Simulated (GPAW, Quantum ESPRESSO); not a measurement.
A GPAW input for a self-consistent single point of TaGa₃ (I4/mmm, 4 atoms in the cell) (DFT LDA (Perdew-Wang 92), plane waves, GPAW PAW datasets LDA (gpaw-data 1.0.1)):

```python
from ase import Atoms
from ase.units import GPa
from gpaw import GPAW

atoms = Atoms(['Ta', 'Ga', 'Ga', 'Ga'],
              cell=[[-1.857267, 1.857267, 4.245242],
                    [1.857267, -1.857267, 4.245242],
                    [1.857267, 1.857267, -4.245242]],
              scaled_positions=[[0.000000, 0.000000, 0.000000],
                                [0.500000, 0.500000, 0.000000],
                                [0.750000, 0.250000, 0.500000],
                                [0.250000, 0.750000, 0.500000]],
              pbc=True)

calc = GPAW(mode={'name': 'pw', 'ecut': 550},
            xc='LDA',
            kpts=(9, 9, 9),
            occupations={'name': 'fermi-dirac', 'width': 0.1},
            nbands=-12,
            convergence={'density': 1e-05, 'energy': 1e-05},
            symmetry={'symmorphic': False, 'tolerance': 0.0005},
            maxiter=150,
            txt='-')

atoms.calc = calc

energy = atoms.get_potential_energy()
print('Energy (eV):', round(energy, 6))
forces = atoms.get_forces()
print('Forces (eV/Ang):')
print(forces.round(5))
stress = atoms.get_stress()
print('Stress (GPa, Voigt):', (stress / GPa).round(4))
```

Problem. Write the same calculation as an input for Quantum ESPRESSO.

Solution. One input that does it (others would too):

```fortran
&control
 calculation = 'scf'
 prefix = 'run'
 outdir = './tmp/'
 pseudo_dir = './'
 tprnfor = .true.
 tstress = .true.
/
&system
 ibrav = 0
 nat = 4
 ntyp = 2
 ecutwfc = 80
 occupations = 'smearing'
 smearing = 'fermi-dirac'
 degauss = 0.0073499
/
&electrons
 conv_thr = 1.0d-10
/
ATOMIC_SPECIES
Ta   180.9479  Ta.upf
Ga    69.7230  Ga.upf
ATOMIC_POSITIONS angstrom
Ta    0.000000000    0.000000000    0.000000000
Ga    0.000000000    0.000000000    4.245242000
Ga    0.000000000    1.857267000    2.122621000
Ga    1.857267000    0.000000000    2.122621000
K_POINTS automatic
9 9 9  0 0 0
CELL_PARAMETERS angstrom
  -1.857267000     1.857267000     4.245242000
   1.857267000    -1.857267000     4.245242000
   1.857267000     1.857267000    -4.245242000
```

Basis, cutoffs, solver keys and any potentials are the target program's own. This input uses DFT, LDA (PW92), plane waves, PseudoDojo standard norm-conserving (LDA) pseudopotentials. LDA parametrisations can differ slightly between programs. Both were run: pressure 5.18 GPa in GPAW and 2.92 in Quantum ESPRESSO.

On Quantum ESPRESSO: the starting cell comes from a database of computed structures (which also holds hypothetical and non-ambient phases and stackings), without a prior relaxation at this level. For this run, on top of that: lattice scaled by 0.98. Spin polarisation is off.

On GPAW: the starting cell comes from a database of computed structures (which also holds hypothetical and non-ambient phases and stackings), without a prior relaxation at this level. For this run, on top of that: lattice scaled by 0.98. Spin polarisation is off. With a pressure of about 5 GPa the cell is away from its equilibrium volume at this level.
